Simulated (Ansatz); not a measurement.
The starting structures come from a database of crystals and need not be the phases stable at ambient conditions.

Inside the gap of an insulator the Bloch states are evanescent, with a wavenumber k + iκ along the transport direction.

Data:

```
CuTlZrS3
1.0
    7.21970     0.00000    -0.02647
    0.00000     9.69118     0.00000
   -0.92618     0.00000     3.56431
Zr Tl Cu S
2 2 2 6
Direct
  0.00000   0.50000   0.00000
  0.00000   0.00000   0.00000
  0.50968   0.25000   0.25484
  0.49032   0.75000   0.74516
  0.92311   0.75000   0.46156
  0.07689   0.25000   0.53844
  0.74973   0.54991   0.37486
  0.25027   0.45009   0.62514
  0.25027   0.04991   0.62514
  0.74973   0.95009   0.37486
  0.12626   0.75000   0.06313
  0.87374   0.25000   0.93687
```

Space group of this cell: Cmcm. The cell was relaxed by PBE-D3(BJ); by PBEsol its mean pressure is -1.0 GPa.

Transport runs along the normal of the first two printed cell vectors.

The gap is the functional's own, uncorrected, and κ follows it; spin-orbit coupling is left out. Mid-gap values are interpolated between the computed energies.

### Question
Give the band gap and the smallest decay constant κ at mid-gap that Ansatz (an electronic-structure program) with PBEsol yields.

### Answer
Gap 0.57 eV on a 8×4×8 mesh; κ = 0.112 1/Å, at (0.500, 0.000) of the in-plane reciprocal vectors. At the zone centre, at the nearest computed energy, the slowest state has κ = 0.12 1/Å.
